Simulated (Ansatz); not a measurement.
## What biaxial strain −1.00 %, plane normal [001], relaxed out of plane does to CdSe

Start from CdSe in the zinc blende structure (space group F-43m, No. 216; a = 6.0075 Å). Axes: x, y, z lie along the cube axes.

One thing is altered: biaxial strain −1.00 %, plane normal [001], relaxed out of plane (Cartesian); in-plane vectors clamped, the third vector and the atoms free.

All numbers come from Ansatz (an electronic-structure program) LDA, scalar-relativistic without spin-orbit coupling. Settings: 10×10×10 k-points, 0.05 eV Fermi–Dirac smearing.

| quantity | base | changed | shift |
|---|---|---|---|
| volume per atom | 27.10 Å³ | 26.95 Å³ | -0.15 Å³ |
| space group | F-43m (No. 216) | I-4m2 (No. 119) | – |
| shortest interatomic distance | 2.601 Å | 2.597 Å | -0.004 Å |
| energy relative to the base (free energy F) | 0 meV/atom | +0.8 meV/atom | +0.8 meV/atom |
| band gap | 0.41 eV | 0.39 eV | -0.02 eV |
| gap character | direct at Γ | direct at Γ | – |
| electron mass | 0.041 mₑ (at Γ) | 0.046 mₑ out of plane, 0.039 mₑ in plane (at Γ) | – |
| valence-band top at Γ (three highest levels, from the VBM) | 0.00, 0.00, 0.00 eV | 0.00, 0.00, -0.09 eV | – |
| out-of-plane strain | – | +1.46 % | – |
| ratio −ε⊥/ε∥ | – | 1.46 | – |

Masses are band curvatures over ±0.01 Å⁻¹ around the edge. No phonon test of stability was made. Labels are those of the standard path for the cell's own space group.
